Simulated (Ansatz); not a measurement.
Consider interstitial Cu in monoclinic ZrO2 strained by +1.5 % along x and y, z held, charge state +1. These are PBE, PAW (plane waves to 420 eV; Ansatz, an electronic-structure program) values and carry that method's errors.

Settings: 96 host sites, the strained lattice (strain from the relaxed PBE one, atoms relaxed), the Γ point alone, smearing 0.01 eV, spin-restricted, no image-charge correction. Energies are static. The charge state is imposed; whether it is stable for some Fermi level was not computed. Sites that were not tried may lie lower.

The step: Cu moves alone to another site; the atom moves 3.28 Å along (0.00, 0.35, -0.50) of the unit cell; the moving atom starts with neighbours O at 1.91, O at 1.98, O at 1.99, O at 2.32 Å and ends with O at 1.91, O at 1.98, O at 1.99, O at 2.32 Å. On the band's own sampling the forward barrier is 1.30 eV. Harmonic modes of the moving Cu atom alone, all others held, come from finite differences of 0.015 Å. The saddle point's order was not checked.

**Question.** Give the atom's modes at both geometries.

**Answer.** start 3.7, 6.0, 7.9 THz; saddle point 1.1i, 8.3 and 9.4 THz.

**Question.** What attempt frequency and zero-point change of the barrier follow from these modes alone, and what classical rate at 500 K?

**Answer.** ν = (3.7 × 6.0 × 7.9) / (8.3 × 9.4) ≈ 2.3 THz. The zero-point energy changes the barrier by h/2 × (17.7 − 17.6) THz = 0.000 eV. The classical rate is ν exp(−1.30/0.0431) ≈ 0.2 s⁻¹. One atom's modes give a rough prefactor, not that of the whole cell.
